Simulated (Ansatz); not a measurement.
**Response to strain in KTaO3**

Take KTaO$_{3}$ in the cubic perovskite structure (space group Pm-3m, No. 221; a = 3.952 Å) as the base.

Strains are applied to the cell and any free atomic positions relax.

The values are results of LDA (Ansatz, a first-principles code; PAW; 420 eV plane waves; no spin-orbit coupling), not measurements.

```tsv
isotropic strain (%)	band gap (eV)
-3	2.30
-2.4	2.27
-1.8	2.24
-1.2	2.20
-0.6	?
0	2.13
```

Task: Fit E_g = E₀ + Dε (ε in %) to the rows shown and predict the withheld row.

Result: Least squares on the printed values gives E₀ = 2.13 eV, D = -57.2 meV per % of strain (largest residual 0.01 eV); this predicts 2.17 eV, and the run gives 2.17 eV, in agreement.

Spin-orbit coupling, missing from the scalar runs, can matter with Ta. No phonon test of stability was made.
